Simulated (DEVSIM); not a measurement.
Structure: abrupt Si p-n junction, at 300 K.

| layer (left to right) | material | thickness (μm) | Nd (cm⁻³) | Na (cm⁻³) | τn (s) | τp (s) |
|---|---|---|---|---|---|---|
| 1 | Si | 0.300 | - | 2.6e17 | 2.4e-6 | 2.4e-6 |
| 2 | Si | 2.90 | 7.8e14 | - | 2.4e-6 | 2.4e-6 |

Left contact: ohmic. Right contact: ohmic. Voltage is applied to the left contact. Recombination: SRH at mid-gap, radiative, Auger. Mobility is μmin + (μ − μmin)/(1 + (N/Nref)^α).

Constants are typed, rounded textbook-type inputs, not results; the design itself was drawn at random and stands for no fabricated device. Values at 300 K.

| parameter | Si |
|---|---|
| gap (eV) | 1.124 |
| affinity (eV) | 4.05 |
| permittivity | 11.7 |
| Nc (cm⁻³) | 2.86e19 |
| Nv (cm⁻³) | 3.1e19 |
| μn (cm²/Vs) | 1417 |
| μp (cm²/Vs) | 470 |
| μn,min | 52 |
| μp,min | 45 |
| Nref,n | 9.7e16 |
| Nref,p | 2.2e17 |
| αn | 0.68 |
| αp | 0.72 |
| B (cm³/s) | 4.7e-15 |
| Cn (cm⁶/s) | 2.8e-31 |
| Cp (cm⁶/s) | 9.9e-32 |

Simulated with DEVSIM: 1D drift-diffusion, Boltzmann statistics, complete ionisation; no tunnelling, impact ionisation, image-force lowering or self-heating.

Tabulate band edges, carrier densities and field at zero bias.

Energies count from the Fermi level of the right contact; mesh points crowd at the junctions.

| x (μm) | Ec (eV) | Ev (eV) | n (cm⁻³) | p (cm⁻³) | field (V/cm) |
|---|---|---|---|---|---|
| 0.000 | 1.000 | -0.124 | 450 | 2.6e17 | ≈ 0 |
| 0.01764 | 1.000 | -0.124 | 450 | 2.6e17 | ≈ 0 |
| 0.04358 | 1.000 | -0.124 | 450 | 2.6e17 | ≈ 0 |
| 0.08793 | 1.000 | -0.124 | 450 | 2.6e17 | ≈ 0 |
| 0.1781 | 1.000 | -0.124 | 450 | 2.6e17 | ≈ 0 |
| 0.2353 | 1.000 | -0.124 | 450 | 2.6e17 | -14 |
| 0.2688 | 1.000 | -0.124 | 460 | 2.5e17 | -880 |
| 0.2974 | 0.979 | -0.145 | 1000 | 1.1e17 | -24000 |
| 0.3121 | 0.943 | -0.181 | 4100 | 2.9e16 | -20000 |
| 0.3396 | 0.900 | -0.224 | 22000 | 5.3e15 | -14000 |
| 0.3878 | 0.840 | -0.284 | 220000 | 5.2e14 | -12000 |
| 0.5067 | 0.712 | -0.412 | 3.1e7 | 3.7e12 | -10000 |
| 0.6650 | 0.569 | -0.555 | 7.9e9 | 1.5e10 | -8100 |
| 0.9585 | 0.383 | -0.741 | 1.0e13 | 1.1e7 | -4600 |
| 1.682 | 0.273 | -0.851 | 7.3e14 | 160000 | -110 |
| 2.313 | 0.272 | -0.852 | 7.8e14 | 150000 | ≈ 0 |
| 2.705 | 0.272 | -0.852 | 7.8e14 | 150000 | ≈ 0 |
| 2.916 | 0.272 | -0.852 | 7.8e14 | 150000 | ≈ 0 |
| 3.075 | 0.272 | -0.852 | 7.8e14 | 150000 | ≈ 0 |
| 3.139 | 0.272 | -0.852 | 7.8e14 | 150000 | ≈ 0 |
| 3.176 | 0.272 | -0.852 | 7.8e14 | 150000 | ≈ 0 |
| 3.200 | 0.272 | -0.852 | 7.8e14 | 150000 | ≈ 0 |
